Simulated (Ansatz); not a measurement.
# The (100) surface of rock-salt TiN, Al on all Ti sites of the top plane (bottom of the slab: a bare face, its two planes held)

All values below come from PBE (plane waves to 420 eV, PAW; Ansatz, a quantum-chemistry and plane-wave program).

Set-up: 12 atoms, 10.4 Å thick at the start with caps and adatoms (thin: gaps and levels are the slab's own); mesh 12x12x1; 0.1 eV smearing; dipole correction on; 4 atoms held, the rest relaxed; held to the start's symmetry, so lower structures may exist; no spin, no spin-orbit, no U. In PBE it is, or lies within 0.01 eV a 1x1 cell of, the lowest of the 2 structures of its composition computed so far; subsurface sites and larger cells were not tried.

The work function of the top face comes out as 3.34 eV and the energy released by relaxation is 0.51 eV. The cost is around 3 core-minutes (rough).
